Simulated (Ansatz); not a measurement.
**Lattice thermal conductivity of GaAs (zinc blende, F-43m)**

Method: the linearised phonon Boltzmann equation (three-phonon plus isotope scattering); PBEsol density-functional theory in Ansatz (plane waves, PAW); third-order constants from a 54-atom supercell out to 5.1 Å, harmonic mesh 6×6×6, k mesh 6×6×6, scattering mesh 15×15×15. Dynamical quadrupoles are not included in the interpolation of the phonons between the solved wave vectors. Unless called populations, κ holds the coherence term between modes besides the Boltzmann populations. The cell is strained isotropically by -2 % in length.

```json
[
 {"T (K)": "100", "κ (W/m/K)": "200", "κ, relaxation time": "190", "coherences (mean)": "0.0065"},
 {"T (K)": "150", "κ (W/m/K)": "110", "κ, relaxation time": "110", "coherences (mean)": "0.014"},
 {"T (K)": "200", "κ (W/m/K)": "76", "κ, relaxation time": "73", "coherences (mean)": "0.020"},
 {"T (K)": "250", "κ (W/m/K)": "59", "κ, relaxation time": "57", "coherences (mean)": "0.026"},
 {"T (K)": "300", "κ (W/m/K)": "49", "κ, relaxation time": "46", "coherences (mean)": "0.031"},
 {"T (K)": "400", "κ (W/m/K)": "36", "κ, relaxation time": "34", "coherences (mean)": "0.041"},
 {"T (K)": "500", "κ (W/m/K)": "29", "κ, relaxation time": "27", "coherences (mean)": "0.050"},
 {"T (K)": "600", "κ (W/m/K)": "24", "κ, relaxation time": "23", "coherences (mean)": "0.058"},
 {"T (K)": "800", "κ (W/m/K)": "18", "κ, relaxation time": "17", "coherences (mean)": "0.072"},
 {"T (K)": "1000", "κ (W/m/K)": "14", "κ, relaxation time": "14", "coherences (mean)": "0.085"}
]
```

```
Property                            Result
---------------------------------  -------
highest phonon frequency           9.0 THz
exponent n of κ ∝ T⁻ⁿ above 300 K     1.01
```

Four-phonon, boundary and defect scattering are left out; adding them would lower the computed value.

The crystal is held in this phase throughout; melting and phase transitions are not modelled.

The PAW data sets were generated under PBE and serve the other functionals too.

Ansatz is a first-principles code.
